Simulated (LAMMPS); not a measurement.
Surface tension of the liquid across the composition of ZnSe (zinc blende) with a share x of Zn sites Cd; each row has its own temperature.

All values are model results, not measurements: classical MD, pair style sw, file CdTeZnSeHgS0.sw (LAMMPS).

```csv
x,surface tension,T (K)
0.25,0.17 ± 0.03 N/m,2070
0.5,0.13 ± 0.01 N/m,1980
0.75,0.15 ± 0.01 N/m,1890
```

Caution: the real compound melts congruently only under the pressure of its own vapour and loses its more volatile element when open.

Uncertainties are statistical and leave out the potential's own error.
